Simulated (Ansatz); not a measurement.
Start from AlN in the zinc blende structure (space group F-43m, No. 216; a = 4.378 Å). Axes: x, y, z lie along the cube axes.

All numbers come from Ansatz (a program for electronic structure), PBEsol, PAW, cutoff 420 eV, no spin-orbit coupling.

For the base:

- Valley order: X along ⟨100⟩ 3.19 eV; Γ 4.06 eV

Now apply this change: compressive biaxial strain of 1.50 % in the plane normal to [001], as in epitaxy on a mismatched substrate; the out-of-plane cell vector and the atoms relax.

Task: Estimate the effect on the out-of-plane strain.

Result: The out-of-plane strain is +1.58 %.

Task: What happens to the valley order?

Result: The valley order (the lowest conduction-band minima on the path, energy above the VBM, named in the base's zone) changes from X along ⟨100⟩ 3.19 eV; Γ 4.06 eV to X along [010] 3.10 eV; X along [001] 3.25 eV; Γ 4.13 eV.

The levels and masses belong to the bands next to the band gap. Stability against distortions was not tested. This is not the structure that AlN has at room temperature and ambient pressure.
